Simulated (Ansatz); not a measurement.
CsCl-type MgO (model structure) (like a known high-pressure phase), treated with r²SCAN+rVV10 (Ansatz, a first-principles code, plane waves, PAW).

Settings: plane-wave cutoff 500 eV, 16×16×16 k mesh, Fermi–Dirac smearing 0.05 eV, scalar-relativistic PAW data made under PBE.

Cell (relaxed at this level):

MgO has the cubic space group Pm-3m (No. 221), the CsCl type structure, Pearson symbol cP2. Conventional cell: a = 2.618 Å, b = 2.618 Å, c = 2.618 Å, α = 90.00°, β = 90.00°, γ = 90.00°. Mg on 1a sees 8 O at 2.267 Å (cubic). O on 1b is surrounded by 8 Mg at 2.267 Å (cubic). (Neighbours: up to the widest gap in distance over summed covalent radii, below 1.35, at either atom; cation-cation and far metal-metal contacts left out.)

Q: Estimate the band gap that the calculation returns.

A: 
band gap: 3.52 eV (on the SCF k mesh)

Computed values are for the static lattice.

Cost on a shared machine: roughly 25 core-seconds.

A model structure was made by putting elements into a prototype or built by hand; it is no filed structure, need not be a known phase, and can be a saddle point held by its symmetry.
